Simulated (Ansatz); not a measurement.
## What pressure 3 GPa does to NaI

Base system: NaI in the rock salt structure (space group Fm-3m, No. 225; a = 6.5290 Å).

The change: cell and atoms relaxed at a pressure of 3 GPa.

The values are results of Kohn–Sham DFT with the PBE functional, run in Ansatz (a first-principles code) with PAW and 420 eV plane waves, no spin-orbit coupling, not measurements. k-mesh 9×9×9 (Γ-centred); smearing 0.05 eV (Fermi–Dirac).

```csv
quantity,base,changed,shift
volume per atom,34.79 Å³,30.19 Å³,-4.60 Å³
density,3.58 g/cm³,4.12 g/cm³,+0.545 g/cm³
lattice parameter a,6.529 Å,6.228 Å,-0.301 Å
shortest interatomic distance,3.265 Å,3.114 Å,-0.151 Å
enthalpy H = E + PV relative to the base's energy,–,+0.60 eV/atom,–
band gap,3.58 eV,3.99 eV,+0.41 eV
gap character,direct at Γ,direct at Γ,–
width of the top valence band,0.89 eV,1.15 eV,+0.26 eV
electron mass,0.27 mₑ (at Γ),0.25 mₑ (at Γ),–
"hole mass (degenerate bands, along [100])","0.39, 1.7, 1.7 mₑ (at Γ)","0.34, 1.4, 1.4 mₑ (at Γ)",–
"valley order (the lowest conduction-band minima on the path, energy above the VBM, named in the base's zone)",Γ 3.58 eV; X along ⟨100⟩ 4.48 eV; L along ⟨111⟩ 5.09 eV,Γ 3.99 eV; X along ⟨100⟩ 4.58 eV; L along ⟨111⟩ 5.12 eV,–
```

Final structure:

```xyz
2
Lattice="0.0000 3.1138 3.1138 3.1138 0.0000 3.1138 3.1138 3.1138 0.0000" Properties=species:S:1:pos:R:3 pbc="T T T"
I      0.0000     0.0000     0.0000
Na     3.1138     3.1138     3.1138
```

Cost of the whole job for the changed cell (relaxation, final SCF and bands): about 11 core-seconds (a rough figure).

With I present, leaving out spin-orbit coupling can change the band edges. Load acts through the strain it causes; cell and atoms are relaxed under it. Masses are band curvatures over ±0.01 Å⁻¹ around the edge. No phonon test of stability was made.
